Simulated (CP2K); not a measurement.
Worked example: self-consistent single point of Ca₃Tl (Fm-3m, 4 atoms in the cell) in CP2K.

Method of the run: CP2K with PBEsol, GPW, DZVP-MOLOPT-SR-GTH basis, GTH-PBE potentials (GTH_POTENTIALS).

The change in words: lattice scaled by 0.98. Reference geometry:
```
CELL_PARAMETERS angstrom
      5.69338     0.00000     0.00000
      2.84669     4.93061     0.00000
      2.84669     1.64354     4.64862
ATOMIC_POSITIONS crystal
  Ca 0.50000 0.50000 0.50000
  Ca 0.25000 0.25000 0.25000
  Ca 0.75000 0.75000 0.75000
  Tl 0.00000 0.00000 0.00000
```

Reference input (self-consistent single point, DFT PBEsol, GPW, DZVP-MOLOPT-SR-GTH basis, GTH-PBE potentials (GTH_POTENTIALS)): CUTOFF = 500 Ry; REL_CUTOFF = 40 Ry; SMEAR/METHOD = GAUSSIAN; SIGMA = 0.136 eV; KPOINTS/SCHEME = MONKHORST-PACK 7 7 7; XC_FUNCTIONAL = PBE:PBESOL; Ca/BASIS_SET = DZVP-MOLOPT-SR-GTH-q10; Ca/POTENTIAL = GTH-PBE-q10; Tl/BASIS_SET = DZVP-MOLOPT-SR-GTH-q13; Tl/POTENTIAL = GTH-PBE-q13; METHOD = GPW; EPS_DEFAULT = 1e-10. This run's input differs from it in these lines:

```diff
@@ -65,5 +65,5 @@
     &CELL
-      A 5.69337600 0.00000000 0.00000000
-      B 2.84668800 4.93060900 0.00000000
-      C 2.84668800 1.64353600 4.64862200
+      A 5.57950900 0.00000000 0.00000000
+      B 2.78975500 4.83199700 0.00000000
+      C 2.78975500 1.61066600 4.55565000
       PERIODIC XYZ
```

Output (repeated stretches shortened):

```
 SCF WAVEFUNCTION OPTIMIZATION

  Step     Update method      Time    Convergence         Total energy    Change
     1 NoMix/Diag. 0.20E+00      -     1.40125880      -160.4700616797 -1.60E+02
     2 Broy./Diag. 0.20E+00      -     0.02012985      -160.1186460280  3.51E-01
     3 Broy./Diag. 0.20E+00      -     0.04854205      -159.8760327092  2.43E-01
     4 Broy./Diag. 0.20E+00      -     0.01830865      -159.7365901537  1.39E-01
     5 Broy./Diag. 0.20E+00      -     0.00603156      -159.7617392686 -2.51E-02
     6 Broy./Diag. 0.20E+00      -     0.00162992      -159.7807719856 -1.90E-02
   [... 3 lines left out ...]
    10 Broy./Diag. 0.20E+00      -     0.00004676      -159.7826314520  2.67E-04
    11 Broy./Diag. 0.20E+00      -     0.00000214      -159.7825364700  9.50E-05
    12 Broy./Diag. 0.20E+00      -     0.00000153      -159.7825815783 -4.51E-05
    13 Broy./Diag. 0.20E+00      -     0.00000005      -159.7825916433 -1.01E-05
  *** SCF run converged in    13 steps ***

  Overlap energy of the core charge distribution:               0.00000000000000
  Self energy of the core charge distribution:               -303.67602969000563
  Core Hamiltonian energy:                                     76.08515159438370
  Hartree energy:                                              89.56349791874379
  Exchange-correlation energy:                                -21.75422141711729
  Smearing free energy correction:                             -0.00099004929049
  Fermi energy:                                                 0.24201496495551

  Total energy:                                              -159.78259164332644
  Total energy (extrapolated to sigma->0):                   -159.78209661868121

                     Mulliken Population Analysis

   [... lines left out ...]

 STRESS| Analytical stress tensor [bar]
 STRESS|                        x                   y                   z
 STRESS|      x        1.25436778836E+04   2.82612136491E+00   1.99836561418E+00
 STRESS|      y        2.82612136491E+00   1.25403209175E+04   7.25793426322E-01
 STRESS|      z        1.99836561418E+00   7.25793426322E-01   1.25399925818E+04
 STRESS| 1/3 Trace                                             1.25413304610E+04
```

The run converged in 13 iterations. Against the reference run the free energy goes up by 5.5 meV/atom and the pressure goes from -0.26 to 1.25 GPa.

The starting cell comes from a database of computed structures (which also holds hypothetical and non-ambient phases and stackings), without a prior relaxation at this level. For this run, on top of that: lattice scaled by 0.98. Values carry the incompleteness of an atom-centred basis. The potentials were made for another functional than the one used.

Cost on one core of a shared machine: roughly 30 s.
